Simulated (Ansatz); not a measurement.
An Ansatz (a program for electronic structure) input (plane-wave PAW DFT at the r2SCAN level (Ansatz, 500 eV), scalar-relativistic without spin-orbit coupling):

Ansatz 0.2 input:
```yaml
crystal:
  lattice:
    - [4.2589221425, 0, 0]
    - [0, 6.023025455, 0]
    - [0, 0, 25.6473053562]
  atoms:
    - { symbol: I, position: [0.75, 0.5, 0.2924283817] }
    - { symbol: Cu, position: [0.25, 0.25, 0.2924283817] }
    - { symbol: I, position: [1.25, 1, 0.375457029] }
    - { symbol: Cu, position: [0.75, 0.75, 0.375457029] }
    - { symbol: I, position: [1.75, 1.5, 0.4584856763] }
    - { symbol: Cu, position: [1.25, 1.25, 0.4584856763] }
    - { symbol: I, position: [2.25, 2, 0.5415143237] }
    - { symbol: Cu, position: [1.75, 1.75, 0.5415143237] }
    - { symbol: I, position: [2.75, 2.5, 0.624542971] }
    - { symbol: Cu, position: [2.25, 2.25, 0.624542971] }
    - { symbol: I, position: [3.25, 3, 0.7075716183] }
    - { symbol: Cu, position: [2.75, 2.75, 0.7075716183] }
basis: { ecutwfc: 500, ecutrho_ratio: 4, xc_grid: 4, fft_grid_basis: typed }
kpoints: { mp_grid: { grid: [8, 6, 1] } }
hamiltonian:
  xc: r2scan
  dispersion: none
  pseudopotentials: { kind: paw }
scf: { occupations: { method: fermi_dirac, width: 0.05 }, convergence: { dr2_threshold: 0.0000000012 } }
relax: { f_tol: 0.01, max_steps: 50 }
output: { forces: true, stress: true }
checkpoint: { write: state.ck, write_every: 1000 }
```

**Question.** Which symmetry and how many k-points will the program report, and about how many plane waves at Γ?

**Answer.** Space group Pmn21 (ITA 31) with 4 operations, k-points 20 of 48, and 16655 plane waves at Γ.

No phonon test of stability was made. The final runs are not spin-polarised. The cell was made from CuI in the zinc blende structure (space group F-43m, No. 216) by this change: a free-standing slab of 6 layers (12 atoms, 2 a layer) is cut normal to [110], with 15 Å of vacuum and the in-plane cell held at bulk.
